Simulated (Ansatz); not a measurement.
Competing hops of Al-vacancy pair in zinc-blende BN, charge state -3

System: Al-vacancy pair (Al on one host B site, one B site vacant) in zinc-blende BN (charge state -3). All values below come from PBE, PAW (plane waves to 420 eV; Ansatz, a program for electronic structure).

Settings: 64 host sites, the relaxed PBE lattice, a 2×2×2 k-point mesh shifted by half a step, smearing 0.01 eV, spin-restricted, no image-charge correction. Static, classical nuclei. The charge state is imposed; whether it is stable for some Fermi level was not computed. Forms of the defect that were not tried may lie lower.

Barriers: single points on a 3×3×3 k-point mesh shifted by half a step at the bands' geometries.

```json
[
 {"Route": "one B atom jumps into the vacancy from a nearby B site (Al-vacancy distance between ideal sites 2.56 → 4.44 Å)", "Start site over the lowest site run (eV)": "0.00", "Hop (Å)": "2.44", "Forward barrier (eV)": "2.95", "Backward barrier (eV)": "2.94", "Neighbours at the start": "N at 1.47, 2 N at 1.59, N at 1.60 Å", "Neighbours at the saddle": "B at 2.02, B at 2.19; N at 1.37, N at 1.59, N at 1.86, N at 2.04, N at 2.10 Å", "Saddle order": "not checked", "Forward, on the band's own sampling (eV)": "2.95"},
 {"Route": "one B atom jumps into the vacancy from a nearby B site (Al-vacancy distance between ideal sites 2.56 Å throughout)", "Start site over the lowest site run (eV)": "0.00", "Hop (Å)": "2.54", "Forward barrier (eV)": "3.60", "Backward barrier (eV)": "3.60", "Neighbours at the start": "N at 1.43, N at 1.56, 2 N at 1.61 Å", "Neighbours at the saddle": "B at 1.91; N at 1.34, 2 N at 1.67, 2 N at 2.18 Å", "Saddle order": "not checked, on a symmetry element", "Forward, on the band's own sampling (eV)": "3.60"}
]
```

Paths come from climbing-image nudged elastic band runs.  A band can be held on a symmetry element, so unchecked saddle points there may be too high. A further band (the Al atom itself jumps into the vacancy (Al-vacancy distance between ideal sites 2.56 Å throughout), 2.26 Å) gave 0.64 eV forward on its own sampling, 0.64 eV above the lowest site run, but a shoulder points to a second hump between its images, so it is not taken as a result.
